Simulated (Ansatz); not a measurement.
Start from ZnO in the wurtzite structure (space group P6_3mc, No. 186; a = 3.280 Å, c = 5.294 Å).

(Cell as relaxed with PBE.)

Levels (all Ansatz, an electronic-structure program, PAW, earlier PAW set): PBE (420 eV, without spin-orbit coupling); r2SCAN (500 eV, no spin-orbit coupling).

Each level relaxes its own structure.

```csv
base,PBE,r2SCAN
volume per atom,12.33 Å³,11.81 Å³
lattice parameter a,3.280 Å,3.235 Å
band gap,0.74 eV,1.23 eV
```

Perturbation: every O is replaced by S; the structure is relaxed again.

| quantity | PBE | r2SCAN |
|---|---|---|
| electron mass | 0.16 mₑ along c, 0.18 mₑ across (at Γ) | (withheld) |
| volume per atom | 20.19 Å³ | (withheld) |
| valence-band top at Γ (three highest levels, from the VBM) | 0.00, 0.00, -0.07 eV | (withheld) |
| band gap | 2.07 eV | (withheld) |
| shift of the gap caused by the change | +1.33 eV | (withheld) |

Q: Predict the r2SCAN column.

A: 
- electron mass, r2SCAN: 0.18 mₑ along c, 0.21 mₑ across (at Γ)
- volume per atom, r2SCAN: 19.60 Å³
- valence-band top at Γ (three highest levels, from the VBM), r2SCAN: 0.00, 0.00, -0.09 eV
- band gap, r2SCAN: 2.77 eV
- shift of the gap caused by the change, r2SCAN: +1.54 eV

PBE's volume per atom lies 0.59 Å³ above r2SCAN's (3.0 %); PBE's band gap lies 0.70 eV below r2SCAN's; PBE's shift of the gap caused by the change lies 0.204 eV below r2SCAN's. Neither level is exact; r2SCAN is the comparison here, not a measurement.

Masses are band curvatures over ±0.01 Å⁻¹ around the edge. No phonon test of stability was made.
